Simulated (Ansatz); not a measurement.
# Cu interstitial in zinc-blende BAs

All values below come from PBE, PAW (plane waves to 420 eV; Ansatz, a quantum-chemistry and plane-wave program). A 2×2×2 supercell of 64 sites was used; the energies come from a 2×2×2 shifted sampling of its zone. Site at the start: void with 4B nearest. Charged cells carry a point-charge image correction with potential alignment at far atoms. Dielectric constants: PBE linear response of the host. Host gap at this level: 1.20 eV. A cell of this size leaves errors of a few tenths of an eV. The semilocal functional narrows the gap, so deep levels can fall outside it. Spin–orbit coupling is left out, and no Hubbard U is applied to the open shells. Each state is the lowest found from its start.

The name describes the start; the neighbours show where the added atom ended.

| charge | moment (μB) | largest move off a lattice site (Å) | neighbours of the added atom at the end (Å) | image correction with alignment (eV) |
|---|---|---|---|---|
| +2* | quenched | 0.10 | B 2.12, B 2.15, B 2.15, B 2.15 | – |
| +1 | not spin-polarised | 0.09 | B 2.14, B 2.14, B 2.14, B 2.14 | 0.47 |
| 0* | fractional | 0.10 | B 2.13, B 2.13, B 2.13, B 2.13 | – |

* At this level the carrier isn't localised at the defect: at charge +2 holes occupy the valence band; at charge 0 electrons occupy the conduction band. Such a state is shallow or no state of the defect, and this cell gives it no level.

Starting moments that weren't kept: charge +2 began with 1 μB and ended with 0.0.

No other site or start that was run ended lower by more than 0.1 eV.

Flagged in the runs: a doubtful potential alignment.
